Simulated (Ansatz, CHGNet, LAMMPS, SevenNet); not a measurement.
Elastic constant C44 of L1₀ (CuAu-type) TiAl: levels of theory against measurement

Reference value: 109 GPa (measured, 0 K, extrapolated to 0 K, Ti-56 at.% Al crystal; axes of the face-centred tetragonal cell; as tabulated in Qi et al. (2023), arXiv:2305.11825).

### Question
What do Lennard-Jones jacobson2022, CHGNet-r²SCAN, SevenNet-0, SevenNet-l3i5, LDA, PBE, PBEsol, PBE-D3(BJ), r²SCAN, HSE06 give, and how far is each from the reference?

### Answer

| level (code) | value (GPa) | cell (Å³/atom) | difference (%) |
|---|---|---|---|
| Lennard-Jones jacobson2022 (LAMMPS) | 246 | 17.17 | +126 |
| CHGNet-r²SCAN | 26.0 | 16.09 | -76 |
| SevenNet-0 | 40.4 | 16.22 | -63 |
| SevenNet-l3i5 | 62.7 | 16.22 | -42 |
| LDA (Ansatz) | 125 | 15.30 | +14.7 |
| PBE (Ansatz) | 112 | 16.23 | +2.8 |
| PBEsol (Ansatz) | 120 | 15.78 | +10.1 |
| PBE-D3(BJ) (Ansatz) | 127 | 15.54 | +16.5 |
| r²SCAN (Ansatz) | 124 | 16.06 | +13.8 |
| HSE06 (Ansatz) | 125 | 16.03 | +14.7 |

Leaving aside Lennard-Jones jacobson2022 (doubt noted below): Of the ranked levels PBE (+2.8 %) comes nearest. Among them CHGNet-r²SCAN (-76 %) misses by most.

The measured value isn't corrected to a static lattice, so vibrations enter the comparison. The crystal itself was run without spin with LDA, PBE, PBEsol, PBE-D3(BJ), r²SCAN, HSE06; a magnetic state was not tried in these runs. Lennard-Jones jacobson2022: the pair parameters belong to the elements and are mixed by rule. Lennard-Jones jacobson2022: pair potentials favour close packing, so symmetry can be all that holds this lattice. PBE-D3(BJ): the dispersion coefficients are held fixed in the derivatives. HSE06: hybrids on metals are sensitive to the k mesh. HSE06: the run warned that the count of filled bands differs between k points. Each level is taken at its own relaxed cell. Cutoffs and k meshes differ between the levels. Ansatz's density-functional and Hartree–Fock values are scalar-relativistic unless marked +SOC, with PAW data made under PBE.

Empirical potentials (Lennard-Jones jacobson2022) are fitted to chosen data: where that held the value shown, agreement is built in, and what lay outside the fit can be far off. Machine-learned potentials (CHGNet-r²SCAN, SevenNet-0, SevenNet-l3i5) are trained on DFT data: a solid inside that data is no test of them.

Differences are worked out from the printed values.

Ansatz is a first-principles code.
